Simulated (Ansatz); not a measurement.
C11b MoSi₂, treated with RPBE (Ansatz, a program for electronic structure, plane waves, PAW).

Run with plane-wave cutoff 520 eV, 24×24×24 k mesh, Fermi–Dirac smearing 0.05 eV, no spin polarisation, scalar-relativistic PAW data made under PBE.

Results at a series of volumes:

| V (Å³/atom) | E − E_lowest (meV/atom) |
|---|---|
| 13.201 | 14.62 |
| 13.476 | 3.52 |
| 13.751 | 0.00 |
| 14.026 | 3.27 |
| 14.301 | 12.62 |

Question: Estimate the bulk modulus and its pressure derivative from these points.

Answer: V0 = 13.751 Å³/atom, B0 = 198 GPa, B′ = 4.5 (fit to the energies at full precision).

Shape and atoms are relaxed at each volume.

Measured, for comparison: bulk modulus 222 ± 2 GPa (room temperature, not corrected to a static lattice, B' = 4; as tabulated in Structural stability of MoSi2 and Mo5Si3 under high pressure, Chin. Phys. B 26 …). Computed (rounded) less measured: bulk modulus -11 %.

Note: the bulk modulus comes from volumes at which shape and atoms were relaxed.

It cost around 13 core-minutes (rough) of CPU time.
